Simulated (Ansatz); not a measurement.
Hypothetical Fm-3m WSe2: uniaxial stress, 5 GPa compression along z

The parent structure is WSe2 (space group Fm-3m, No. 225; a = 6.260 Å; ferromagnetic; a hypothetical phase, not in the database extracts checked; relaxed with 0.1 eV smearing). Axes: x, y, z lie along the cube axes.

Modification: uniaxial stress, 5 GPa compression along z; all other stress components relax to zero.

Computed with r2SCAN (Ansatz, a quantum-chemistry and plane-wave program; PAW; 500 eV plane waves; no SOC), earlier PAW set. Γ-centred 16×16×16 mesh, Fermi–Dirac width 0.1 eV.

- Volume per atom = 20.15 Å³ (base 20.44 Å³)
- Energy relative to the base (free energy F) = +7.6 meV/atom
- Band gap = zero (base zero)
- Magnetic state = ferromagnetic (base ferromagnetic)
- Strain response (xx, yy, zz) = (+0.50, +0.50, −2.37) %
- Secant Young's modulus along z = 210 GPa
- Mean lateral Poisson ratio = 0.21

Final structure:

```
WSe2
1.0
    0.00000     3.14539     3.05556
    3.14539     0.00000     3.05556
    3.14539     3.14539     0.00000
W Se
1 2
Cartesian
  0.00000   0.00000   0.00000
  1.57269   1.57269   1.52778
  4.71808   4.71808   4.58334
```

Other magnetic orders, which the real material may have, were not ruled out. Stability under load was not tested beyond the relaxation.
